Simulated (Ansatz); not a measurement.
Results of r²SCAN+SOC (Ansatz, a first-principles code, PAW) for fcc Yb.

Run with plane-wave cutoff 560 eV, 18×18×18 k mesh, Fermi–Dirac smearing 0.05 eV, PAW data made under PBE.

A third-order Birch–Murnaghan fit to the energies gives V0 = 34.112 Å³/atom, B0 = 20.0 GPa, B′ = 2.8.

```tsv
V (Å³/atom)	P (GPa)
32.128	?
32.812	0.820
33.495	0.373
34.179	-0.039
34.862	?
35.546	?
36.230	?
```

Problem. Estimate the withheld pressures from this fit; the answers are the runs' own values.

Solution. 
- 32.128, P (GPa): 1.310
- 34.862, P (GPa): -0.421
- 35.546, P (GPa): -0.779
- 36.230, P (GPa): -1.112

The formula P = (3/2) B0 (x^(7/3) − x^(5/3)) [1 + (3/4)(B′ − 4)(x^(2/3) − 1)] with x = V0/V meets the computed pressures within 0.01 GPa when these rounded values are put in.

Measured, for comparison: bulk modulus 16.3 GPa (temperature not stated, not corrected to a static lattice; as tabulated in doi:10.1007/BF02743909 (ytterbium under pressure), abstract); equilibrium volume per atom 41.24 Å³/atom (293 K, not corrected to a static lattice; as tabulated in Wikipedia's data pages). Computed less measured: bulk modulus +23 %, equilibrium volume per atom -17.3 %.

Static lattice: no zero-point or thermal effects.
